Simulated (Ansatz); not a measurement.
## HfO2: pressure series

Consider HfO2 in the fluorite structure (space group Fm-3m, No. 225; a = 5.0981 Å).

Cell and atoms are relaxed at each pressure.

Level of theory: PBE (Ansatz, a quantum-chemistry and plane-wave program; PAW; 420 eV plane waves; spin-orbit coupling left out), earlier PAW set.

| case | lattice parameter a | band gap |
|---|---|---|
| base | 9.634 bohr | 3.75 eV |
| pressure −2 GPa | 9.661 bohr | 3.73 eV |
| pressure −1 GPa | 9.647 bohr | 3.74 eV |
| pressure 3 GPa | 9.596 bohr | 3.78 eV |
| pressure 7 GPa | 9.548 bohr | … |
| pressure 15 GPa | 9.461 bohr | 3.88 eV |
| pressure 30 GPa | 9.321 bohr | 3.98 eV |
| pressure 50 GPa | 9.168 bohr | 4.09 eV |
| pressure 75 GPa | 9.012 bohr | 4.20 eV |
| pressure 100 GPa | 8.882 bohr | … |

**Question.** What belongs in the blanks?

**Answer.** 
- pressure 7 GPa, band gap: 3.81 eV
- pressure 100 GPa, band gap: 4.25 eV

With Hf present, leaving out spin-orbit coupling can change the band edges. Load acts through the strain it causes; cell and atoms are relaxed under it. Stability against distortions was not tested. No other phases were tried under pressure. This is not the structure that HfO2 has at room temperature and ambient pressure.
